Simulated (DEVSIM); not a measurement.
System: Schottky contact on n-type Si, at 350 K.

Layer 1 from the left is Si, thickness (μm) 0.400, Nd (cm⁻³) 5.5e16, τn (s) 0.00012, τp (s) 0.00012.

Left contact: Schottky, work function 4.54 eV, emission velocity 1.8e6 cm/s. Right contact: ohmic. Voltage is applied to the left contact. Recombination: SRH at mid-gap, radiative, Auger. Mobility is constant in doping.

This is a model device: material constants are rounded textbook-type values typed into the input, and sizes, dopings and lifetimes were drawn at random. Values at 300 K; Nc and Nv go as T^1.5, mobilities as T to minus their exponent, the gap by Varshni's rule with the affinity fixed.

Si: gap (eV) 1.124, affinity (eV) 4.05, permittivity 11.7, Nc (cm⁻³) 2.86e19, Nv (cm⁻³) 3.1e19, μn (cm²/Vs) 1417, μp (cm²/Vs) 470, T exponent of μn 2.3, T exponent of μp 2.2, B (cm³/s) 4.7e-15, Cn (cm⁶/s) 2.8e-31, Cp (cm⁶/s) 9.9e-32, Varshni α (eV/K) 0.000473, Varshni β (K) 636.

Q: Estimate by hand the built-in potential, the peak field at zero bias, the capacitance at -0.6 V, and compare with a numerical solution.

A: 
- Built-in potential: barrier φB = 0.490 eV; Vbi = φB − kT/q ln(N_band/N) = 0.294 V; numerical 0.294 V.
- Peak field at zero bias: depletion approximation: W = √(2εVbi/(qN)) = 0.0832 μm with N = 5.50e16 cm⁻³; field = 2Vbi/W = 70800 V/cm; numerical 66600 V/cm (estimate above by 6.2 %).
- Capacitance at -0.6 V: C = √(qεN / 2(Vbi + |V|)) = 71.4 nF/cm²; numerical 72.7 nF/cm² (estimate below by 1.7 %).

Model (solved in DEVSIM): 1D drift-diffusion, Boltzmann statistics, complete ionisation; no tunnelling, impact ionisation, image-force lowering or self-heating. Metal contacts follow the ideal Schottky-Mott rule: no Fermi-level pinning, no interface dipoles.
